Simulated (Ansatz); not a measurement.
## How the lattice constant a of MoGe (model structure, started from the CsCl type, Pm-3m, No. 221, 2 atoms in the cell) moves with the method

No measured value is used here.

```tsv
level (code)	value (Å)
PBE (Ansatz)	3.126
PBEsol (Ansatz)	3.091
PBE-D3(BJ) (Ansatz)	3.092
r²SCAN (Ansatz)	___
```

Question: Complete the blanks.

Answer: 
- r²SCAN (Ansatz, a program for electronic structure), value (Å): 3.107

Ansatz's density-functional and Hartree–Fock values are scalar-relativistic unless marked +SOC, with PAW data made under PBE.

A model structure was made by putting elements into a prototype or built by hand; it is no filed structure, need not be a known phase, and can be a saddle point held by its symmetry.
